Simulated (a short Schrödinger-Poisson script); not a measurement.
System: MOS inversion layer, SiO2 on p-type Si(100), at 300 K.

From the gate side: 1 nm SiO2; 630 nm Si, acceptors 4.7e17 cm⁻³.

Constants are typed, rounded textbook-type inputs, not results; the design itself was drawn at random and stands for no fabricated device. SiO2: permittivity 3.9, conduction-band edge (eV) 3.15, gap (eV) 9, electron mass (mₑ) 0.5. Si: permittivity 11.7, conduction-band edge (eV) 0, gap (eV) 1.124, Nv at 300 K (cm⁻³) 3.1e19.

Channel valleys (confinement mass, in-plane density-of-states mass, number): Δ2 0.916, 0.19, 2; Δ4 0.19, 0.417, 4. At the gate the conduction-band edge of layer 1 lies 3.28 eV − eVg above the Fermi level of the channel; the field vanishes at the back. Gaps are held at their typed values at every temperature. Mesh 0.03 nm at interfaces.

Solved with a short Schrödinger-Poisson script written for these runs: 1D Poisson equation in equilibrium, electrons quantum, Hartree (BenDaniel-Duke, 12 states a valley, the channel's in-plane mass for all, wave functions ending at the dielectric), parabolic valleys, classical holes, full ionisation, no traps, pinning or gate leakage.

| Vg (V) | electrons (cm⁻²) | C (μF/cm²) | Δ2 E0 (meV from the Fermi level) | Δ4 E0 (meV from the Fermi level) |
|---|---|---|---|---|
| 0.1 | 1.23e9 | 0.207 | 221.7 | 279.4 |
| 0.15 | 6.93e9 | 0.231 | 176.5 | 235.4 |
| 0.2 | 3.70e10 | 0.367 | 132.6 | 192.8 |
| 0.25 | 1.59e11 | 0.783 | 94.2 | 155.9 |
| 0.3 | 4.54e11 | 1.31 | 65.9 | 129.8 |
| 0.35 | 9.04e11 | 1.67 | 46.5 | 113.1 |
| 0.4 | 1.45e12 | 1.89 | 32.5 | 102.0 |
| 0.45 | 2.06e12 | 2.03 | 21.5 | 94.1 |
| 0.5 | 2.70e12 | 2.13 | 12.4 | 88.0 |
| 0.55 | 3.37e12 | 2.20 | 4.5 | 83.1 |
| 0.6 | 4.07e12 | 2.26 | -2.5 | 79.0 |
| 0.65 | 4.78e12 | 2.30 | -8.9 | 75.4 |
| 0.7 | 5.50e12 | 2.34 | -14.9 | 72.3 |
| 0.75 | 6.23e12 | 2.37 | -20.4 | 69.5 |
| 0.8 | 6.98e12 | 2.40 | -25.8 | 67.0 |
| 0.85 | 7.73e12 | 2.42 | -30.8 | 64.6 |
| 0.9 | 8.49e12 | 2.44 | -35.7 | 62.4 |
| 0.95 | 9.25e12 | 2.46 | -40.5 | 60.4 |

Gate voltages with under 1e9 electrons/cm² are left out.

Problem. At Vg = 0.95 V the lowest Δ2 subband lies at -40.5 meV from the Fermi level. How many electrons does it hold, and what share of all?

Solution. The two-dimensional density of states is g m/(πħ²) = 1.59e11 cm⁻² meV⁻¹ (both spins), kT = 25.9 meV, so n = D kT ln(1 + exp(−E/kT)) = 7.21e12 cm⁻², 0.78 of the 9.25e12 cm⁻² in all.

Problem. Compare the slope of the sheet density between 0.85 and 0.95 V with the geometric capacitance of the layers between gate and channel.

Solution. q Δn/ΔV = 2.44 μF/cm²; ε0/Σ(t/ε) = 3.45 μF/cm². The ratio is 0.71: the channel acts as a further capacitance in series.
